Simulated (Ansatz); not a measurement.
An Ansatz (a program for electronic structure) run: CdSe with a change (isotropic strain −2.00 %); plane-wave PAW DFT at the PBEsol level (Ansatz, 420 eV), no SOC.

Input:

Ansatz 0.2 input:
```yaml
crystal:
  lattice:
    - [0, 2.9799710463, 2.9799710463]
    - [2.9799710463, 0, 2.9799710463]
    - [2.9799710463, 2.9799710463, 0]
  atoms:
    - { symbol: Cd, position: [0, 0, 0] }
    - { symbol: Se, position: [0.25, 0.25, 0.25] }
basis: { ecutwfc: 420, ecutrho_ratio: 4, xc_grid: 2, fft_grid_basis: typed }
kpoints: { mp_grid: { grid: [9, 9, 9] } }
hamiltonian:
  xc: pbesol
  dispersion: none
  pseudopotentials: { kind: paw }
scf: { occupations: { method: fermi_dirac, width: 0.05 }, convergence: { dr2_threshold: 0.0000000002 } }
relax: { f_tol: 0.005, max_steps: 50 }
output: { forces: true, stress: true }
checkpoint: { write: state.ck, write_every: 1000 }
```

Output (explanatory and most iteration lines left out):

```
Relaxation: its limit of steps is 50 (relax.max_steps)
Pseudopotential: Cd, paw, valence charge 20
Pseudopotential: Se, paw, valence charge 16
Crystal: 2 atoms, lattice volume = 52.926 Å³
Basis set: ecut = 420 eV, 1037 PW (Γ), exchange–correlation on 60×60×60 points (8 copies of the dense FFT grid, shifted against one another)
Bands: 22, of which v1, the nominal top of the filled ones, is band 18 counted from 1 (17 counted from 0)
Symmetry: 24 space group operations
Space group: F-43m (ITA 216), of the structure as read, at distance tolerance 3.8e-5 Å
k-points: 35 of 729 (time reversal used)
Functional: x = pbesol(κ = 0.804, μ = 0.12345679012345678), c = pbesol(β = 0.046)
SCF iter   1: F=—  HF=-13609.377157 eV  |F-HF|=—  |Δ(HF+E_count)|=         —  Δρ=4.34e-3  dr2=1.15e-2  ethr=1.77e-3  ⟨swp⟩=5.9  Hψ=3310  notcnv=0
SCF iter   2: F=—  HF=-13609.374088 eV  |F-HF|=—  |Δ(HF+E_count)|=   3.07e-3  Δρ=1.10e-3  dr2=2.88e-4  ethr=3.21e-5  ⟨swp⟩=2.0  Hψ=1505  notcnv=0
SCF 1 converged in 9 iterations: F = -13609.374112 eV  dr2 = 2.45e-12
relax step   1: F+E_penalty+E_count = -13609.37411230 eV  Δ(F+E_penalty+E_count) = +0.000e0 eV  max|allowed force component| = 8.789e-17 eV/Å  Δτ_max = 0.0000 Å  (9 SCF iters, accepted)
SCF converged after 9 iterations
Free energy (F): -13609.374112 eV
Internal energy: -13609.374100 eV  (E = F + TS)
E sigma→0 (E₀):  -13609.374106 eV
Entropy (-TS):   -0.000012 eV (-0.006 meV/atom)
Fermi energy:    8.597923 eV
--- Forces (eV/Å), atoms counted from 1 ---
  atom   1  Cd     0.00000000     0.00000000     0.00000000
  atom   2  Se    -0.00000000    -0.00000000    -0.00000000
--- Stress (GPa, compression-positive) ---
        3.642850      -0.000000       0.000000
        0.000000       3.642850       0.000000
       -0.000000       0.000000       3.642850
  P = ⅓ Tr σ = 3.6428 GPa (36.428 kbar)
--- Relaxed structure (1 steps of the walk, 1 accepted, 0 SCFs on fresh bases) ---
  atoms:
    - { symbol: Cd, position: [0.0, 0.0, 0.0] }
    - { symbol: Se, position: [0.25, 0.25, 0.25] }
```

No phonon test of stability was made. The cell was made from CdSe in the zinc blende structure (space group F-43m, No. 216) by this change: isotropic strain −2.00 %.
